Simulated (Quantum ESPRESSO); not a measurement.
# How far to go with the k-point mesh: F2 (P1, 4 atoms in the cell)

```yaml
crystal:
  lattice:
    - [2.56910, -1.59194, 0.00000]
    - [2.56910, 1.59194, 0.00000]
    - [-0.56492, 0.00000, 6.63070]
  atoms:
    - { symbol: F, position: [0.59666, 0.91616, 0.60550] }
    - { symbol: F, position: [0.40417, 0.08467, 0.40204] }
    - { symbol: F, position: [0.08467, 0.40417, 0.90204] }
    - { symbol: F, position: [0.91533, 0.59583, 0.09796] }
```

Computed with PBEsol, GBRV 1.5 ultrasoft (PBESOL) pseudopotentials (plane waves; Quantum ESPRESSO 7.5).

Base settings: ecutwfc = 40 Ry; ecutrho = 200 Ry; occupations = smearing; smearing = fd; degauss = 0.000734986 Ry; potentials = {F: f_pbesol_v1.4.uspp.F.UPF}; K_POINTS = automatic 5 5 2 0 0 0; conv_thr = 1e-08 Ry; mixing_beta = 0.4.

Only quantities that move along the ladder and can be compared are tabulated.

The count of work is k-points × plane waves × bands × iterations; it is no time. 

The starting cell comes from a database of computed structures (which also holds hypothetical and non-ambient phases and stackings), without a prior relaxation at this level. Its lattice was rescaled by up to half a per cent. One atom was moved a little off its site on purpose. In the base run, forces exceed 1 eV/Å.

| K_POINTS | free energy less the last step's (meV/atom) | pressure (GPa) | largest difference of a force vector from the last step's (eV/Å) | count of work / last |
|---|---|---|---|---|
| automatic 2 2 1 0 0 0 | 11.45 | -2.08 | 0.068 | 0.0011 |
| automatic 3 3 1 0 0 0 | -8.44 | -2.72 | 0.116 | 0.0013 |
| automatic 3 3 2 0 0 0 | 0.41 | -2.53 | 0.006 | 0.0027 |
| automatic 4 4 2 0 0 0 | 0.14 | -2.56 | 0.001 | 0.0054 |
| automatic 5 5 2 0 0 0 | 0.01 | -2.54 | 0.001 | 0.0070 |
| automatic 6 6 3 0 0 0 | -0.03 | -2.54 | 0.000 | 0.015 |
| automatic 7 7 3 0 0 0 | -0.01 | -2.54 | 0.000 | 0.020 |
| automatic 8 8 3 0 0 0 | 0.02 | -2.55 | 0.000 | 0.026 |
| automatic 9 9 4 0 0 0 | 0.00 | -2.54 | 0.000 | 0.044 |
| automatic 10 10 5 0 0 0 | -0.02 | -2.54 | 0.000 | 0.068 |
| automatic 12 12 5 0 0 0 | 0.01 | -2.54 | 0.000 | 0.097 |
| automatic 13 13 6 0 0 0 | 0.00 | -2.54 | 0.000 | 0.14 |
| automatic 14 14 6 0 0 0 | 0.00 | -2.54 | 0.000 | 0.16 |
| automatic 16 16 7 0 0 0 | 0.01 | -2.54 | 0.000 | 0.24 |
| automatic 17 17 7 0 0 0 | 0.00 | -2.54 | 0.000 | 0.27 |
| automatic 19 19 8 0 0 0 | 0.00 | -2.54 | 0.000 | 0.39 |
| automatic 21 21 9 0 0 0 | 0.00 | -2.54 | 0.000 | 0.53 |
| automatic 26 26 11 0 0 0 | 0.00 | -2.54 | 0.000 | 1.0 |

Coarsest K_POINTS that holds the forces within 0.01 eV/Å of the last step, with all finer ones: automatic 3 3 2 0 0 0, at 0.0027 of the last step's count of work; the step before is off by 0.12 eV/Å.

Coarsest K_POINTS that holds the free energy within 2 meV/atom of the last step, with all finer ones: automatic 3 3 2 0 0 0, at 0.0027 of the last step's count of work; the step before is off by 8.4 meV/atom.

Coarsest K_POINTS that holds the pressure within 0.2 GPa of the last step, with all finer ones: automatic 3 3 1 0 0 0, at 0.0013 of the last step's count of work; the step before is off by 0.47 GPa.
